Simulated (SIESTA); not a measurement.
Input and output of a self-consistent single point for Te (C2, 3 atoms in the cell) (SIESTA).

Method of the run: LDA PW92, numerical atomic orbitals DZP, PseudoDojo LDA standard norm-conserving potentials (rewritten from UPF to PSML) in SIESTA.

```
CELL_PARAMETERS angstrom
      2.21885    -3.84316     0.00000
      2.21885     3.84316     0.00000
      0.00000     0.00000     5.90035
ATOMIC_POSITIONS crystal
  Te 0.00000 0.26300 0.66667
  Te 0.74827 0.74827 0.00000
  Te 0.26300 0.00000 0.33333
```

Reference input (self-consistent single point, DFT, LDA PW92, numerical atomic orbitals DZP, PseudoDojo LDA standard norm-conserving potentials (rewritten from UPF to PSML)): XC.functional = LDA; XC.authors = PW92; potentials = PseudoDojo LDA standard; PAO.BasisSize = DZP; PAO.EnergyShift = 0.01 Ry; MeshCutoff = 350 Ry; kgrid.MonkhorstPack = 7 7 4; OccupationFunction = FD; ElectronicTemperature = 232.09 K; MaxSCFIterations = 150; SCF.Mixer.Method = Pulay; SCF.Mixer.Weight = 0.2. This run's input differs from it in these lines:

```diff
@@ -28,5 +28,5 @@
 %block kgrid.MonkhorstPack
-    7   0   0  0.0
-    0   7   0  0.0
-    0   0   4  0.0
+    8   0   0  0.0
+    0   8   0  0.0
+    0   0   6  0.0
 %endblock kgrid.MonkhorstPack
```

The program printed (abridged):

```
        iscf     Eharris(eV)        E_KS(eV)     FreeEng(eV)     dDmax    Ef(eV) dHmax(eV)
   scf:    1    -8533.497458    -8531.518634    -8531.518634  0.539399 -2.904722  2.984380
   scf:    2    -8531.901185    -8531.717127    -8531.717127  0.043126 -3.036900  2.152140
   scf:    3    -8531.991178    -8531.888531    -8531.888532  0.097098 -3.361789  0.177478
   scf:    4    -8531.896740    -8531.893566    -8531.893566  0.009531 -3.375186  0.025638
   scf:    5    -8531.893672    -8531.893631    -8531.893631  0.002332 -3.367300  0.016074
   scf:    6    -8531.893656    -8531.893647    -8531.893647  0.000749 -3.368092  0.015023
   scf:    7    -8531.893667    -8531.893659    -8531.893659  0.001097 -3.364181  0.001077
   scf:    8    -8531.893659    -8531.893659    -8531.893659  0.000023 -3.364341  0.000306
   scf:    9    -8531.893659    -8531.893659    -8531.893659  0.000010 -3.364401  0.000040
   scf:   10    -8531.893659    -8531.893659    -8531.893659  0.000004 -3.364408  0.000017
SCF Convergence by DM+H criterion
max |DM_out - DM_in|         :     0.0000036161
max |H_out - H_in|      (eV) :     0.0000165096
SCF cycle converged after 10 iterations

Using DM_out to compute the final energy and forces

siesta: E_KS(eV) =            -8531.8937

siesta: E_KS - E_eggbox =     -8531.8937

siesta: Atomic forces (eV/Ang):
     1    0.638679    0.938211   -0.094490
     2   -1.278282   -0.000000    0.000000
     3    0.638679   -0.938211    0.094490
   Tot   -0.000924    0.000000   -0.000000
   Max    1.278282
   Res    0.685417    sqrt( Sum f_i^2 / 3N )
   Max    1.278282    constrained

Stress tensor Voigt[x,y,z,yz,xz,xy] (kbar):       -1.28        2.53      -33.51        4.50        0.00       -0.00
(Free)E + p*V (eV/cell)    -8531.2182
Target enthalpy (eV/cell)    -8531.8937

   [... lines left out ...]
siesta: FreeEng =     -8531.893659
   [... lines left out ...]
siesta:    -0.000801   -0.000000    0.000000
siesta:    -0.000000    0.001578    0.002810
siesta:     0.000000    0.002810   -0.020914

siesta: Cell volume =        100.629263 Ang**3

siesta: Pressure (static):
siesta:                Solid            Molecule  Units
siesta:           0.00007311          0.00013758  Ry/Bohr**3
siesta:           0.00671242          0.01263216  eV/Ang**3
siesta:          10.75448666         20.23895335  kBar
```

The run converged in 10 iterations. Against the reference run the free energy is nearly the same (within 1 meV/atom), the pressure hardly changes (1.07 to 1.08 GPa), the largest force hardly changes (1.269 to 1.278 eV/Å) and the gap on the mesh goes from 0.671 to 0.419 eV.

The starting cell has typed, rounded lattice constants, without a prior relaxation at this level. Its lattice was rescaled by up to half a per cent. One atom was moved a little off its site on purpose. Spin-orbit coupling is off. Values carry the incompleteness of an atom-centred basis. Forces in this geometry exceed 1 eV/Å. Another mesh or the band path of this cell gives a smaller gap, so this value is not converged in the mesh.
